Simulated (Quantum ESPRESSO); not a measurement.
## Converging the plane-wave cutoff: TaN (P3m1, 2 atoms in the cell)

```xyz
2
Lattice="2.9488 0.0000 0.0000 -1.4744 2.5537 0.0000 0.0000 0.0000 2.8989" Properties=species:S:1:pos:R:3 pbc="T T T"
Ta     0.0000     0.0000     1.4994
N      1.4744     0.8512     0.0000
```

Method of the run: PBEsol, PseudoDojo standard norm-conserving (PBESOL) pseudopotentials (plane waves; Quantum ESPRESSO 7.5).

Base settings: ecutwfc = 85 Ry; occupations = smearing; smearing = fermi-dirac; degauss = 0.0073499 Ry; potentials = {Ta: Ta.upf, N: N.upf}; K_POINTS = automatic 5 5 4 0 0 0; conv_thr = 1e-10 Ry.

The second cell is the first with its lattice scaled by 0.98.

The mesh stays at the base's, so the ladder's end is converged at best in this setting alone.

Only quantities that move along the ladder and can be compared are tabulated.

The count of work is k-points × plane waves × bands × iterations; it is no time. 

The starting cell comes from a database of computed structures (which also holds hypothetical and non-ambient phases and stackings), without a prior relaxation at this level. Its lattice was rescaled by up to half a per cent. One atom was moved a little off its site on purpose. Spin polarisation is off. In the base run, with a pressure of about -9 GPa the cell is away from its equilibrium volume at this level. Without a gap this mesh is coarse (it stands for a supercell whose shortest vector is 12 Å).

Steps (ecutwfc): 30 Ry; 34 Ry; 38 Ry; 42 Ry; 47 Ry; 51 Ry; 59 Ry; 68 Ry; 76 Ry; 85 Ry; 94 Ry; 102 Ry; 115 Ry; 128 Ry; 149 Ry; 170 Ry; 204 Ry.

Q: What is the coarsest ecutwfc that holds the pressure within 0.1 GPa of the last step, with all finer ones?

A: 85 Ry, at 0.24 of the last step's count of work; the step before is off by 0.14 GPa.

Q: What is the coarsest ecutwfc that holds the free energy within 2 meV/atom of the last step, with all finer ones?

A: 76 Ry, at 0.23 of the last step's count of work; the step before is off by 6.7 meV/atom.

Q: What is the coarsest ecutwfc that holds the energy of the compressed cell less the first within 0.2 meV/atom of the last step, with all finer ones?

A: 59 Ry, at 0.16 of the last step's count of work; the step before is off by 1.5 meV/atom.

| ecutwfc | free energy less the last step's (meV/atom) | energy of the compressed cell less the first (meV/atom) | pressure (GPa) | largest difference of a force vector from the last step's (eV/Å) | count of work / last |
|---|---|---|---|---|---|
| 30 Ry | 2502.29 | 20.30 | -91.56 | 0.008 | 0.046 |
| 34 Ry | 1517.44 | 36.03 | -70.00 | 0.068 | 0.064 |
| 38 Ry | 903.71 | 20.95 | -51.79 | 0.046 | 0.076 |
| 42 Ry | 531.04 | 8.48 | -37.99 | 0.016 | 0.095 |
| 47 Ry | 267.73 | 9.24 | -26.20 | 0.017 | 0.11 |
| 51 Ry | 146.55 | 8.81 | -19.70 | 0.003 | 0.13 |
| 59 Ry | 39.05 | 7.53 | -12.63 | 0.001 | 0.16 |
| 68 Ry | 6.70 | 7.53 | -9.64 | 0.002 | 0.19 |
| 76 Ry | 1.46 | 7.38 | -8.87 | 0.000 | 0.23 |
| 85 Ry | 0.84 | 7.40 | -8.72 | 0.000 | 0.24 |
| 94 Ry | 0.69 | 7.39 | -8.73 | 0.000 | 0.31 |
| 102 Ry | 0.54 | 7.37 | -8.73 | 0.000 | 0.35 |
| 115 Ry | 0.42 | 7.37 | -8.72 | 0.000 | 0.43 |
| 128 Ry | 0.33 | 7.36 | -8.73 | 0.000 | 0.45 |
| 149 Ry | 0.13 | 7.36 | -8.72 | 0.000 | 0.63 |
| 170 Ry | 0.08 | 7.36 | -8.72 | 0.000 | 0.69 |
| 204 Ry | 0.00 | 7.36 | -8.72 | 0.000 | 1.0 |

The energy difference between the two cells stays within 1 meV/atom of the last step's from 59 Ry on, the total only from 85 Ry on: much of the error is common to both cells and cancels.

At the lowest cutoff the pressure lies 82.8 GPa under the last step's, the usual sign of Pulay stress in an incomplete plane-wave basis.
